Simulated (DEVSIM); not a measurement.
System: TaN/TiO2/n-InP capacitor, at 300 K.

Layer 1 from the left is TiO2, thickness (nm) 26.0. Layer 2 from the left is InP, thickness (nm) 7500, Nd (cm⁻³) 6.9e15.

Metal gate on the left, work function 4.4 eV. Fixed charge at the semiconductor interface -2.6e10 cm⁻² (in units of +e); no interface traps.

Constants are typed, rounded textbook-type inputs, not results; the design itself was drawn at random and stands for no fabricated device. Values at 300 K.

TiO2: gap (eV) 3.2, affinity (eV) 3.9, permittivity 60. InP: gap (eV) 1.344, affinity (eV) 4.38, permittivity 12.5, Nc (cm⁻³) 5.7e17, Nv (cm⁻³) 1.1e19.

Q: Estimate by hand the flat-band voltage, the threshold voltage, and compare with a numerical solution.

A: 
- Flat-band voltage: C = 2.04 μF/cm², work-function difference -0.094 V; VFB = φms − qNf/C = -0.09 V; numerical -0.09 V.
- Threshold voltage: φF = 0.520 V, depletion charge √(4εqNφF) = 5.04e-8 C/cm²; VT = VFB − 2φF − Qd/C = -1.16 V; numerical -1.16 V.

Simulated with DEVSIM: 1D Poisson equation in equilibrium, Boltzmann statistics, complete ionisation; no quantum confinement or tunnelling. Metal contacts follow the ideal Schottky-Mott rule: no Fermi-level pinning, no interface dipoles.
